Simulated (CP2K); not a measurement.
Band structure of LiBr (Fm-3m, 2 atoms in the cell).

```xyz
2
Lattice="3.8505 0.0000 0.0000 1.9252 3.3346 0.0000 1.9252 1.1115 3.1439" Properties=species:S:1:pos:R:3 pbc="T T T"
Li     0.0000     0.0000     0.0000
Br     3.8505     2.2231     1.5719
```

Computed with LDA (Pade form), GPW, DZVP-MOLOPT-SR-GTH basis, GTH-PADE potentials (GTH_POTENTIALS) run with CP2K.

Settings: CUTOFF = 400 Ry; REL_CUTOFF = 50 Ry; SMEAR/METHOD = FERMI_DIRAC; ELECTRONIC_TEMPERATURE = 116.05 K; KPOINTS/SCHEME = MONKHORST-PACK 10 10 10; GAMMA_CENTERED = T; XC_FUNCTIONAL = PADE; Li/BASIS_SET = DZVP-MOLOPT-SR-GTH; Li/POTENTIAL = GTH-PADE-q3; Br/BASIS_SET = DZVP-MOLOPT-SR-GTH; Br/POTENTIAL = GTH-PADE-q7; METHOD = GPW; EPS_DEFAULT = 1e-10; EXTRAPOLATION = USE_GUESS.

The starting cell comes from a database of computed structures (which also holds hypothetical and non-ambient phases and stackings), without a prior relaxation at this level. Values carry the incompleteness of an atom-centred basis.

Problem. Predict the gap along the standard path and the places of the band edges.

Solution. The gap along the path is 4.77 eV, direct at Γ to within 0.01 eV.

Levels in eV from the top of the valence band on the SCF mesh, bands 2 to 6:
```tsv
point	2	3	4	5	6
Γ	-13.59	-0.01	-0.01	-0.01	4.78
X	-12.86	-3.09	-1.23	-1.23	6.34
W	-12.86	-2.31	-2.31	-1.22	8.24
K	-12.88	-2.68	-1.98	-0.93	7.09
L	-13.07	-3.07	-0.28	-0.28	6.04
U	-12.88	-2.68	-1.98	-0.93	7.09
```

Higher empty bands are left out: an atom-centred basis made for the valence describes them poorly.
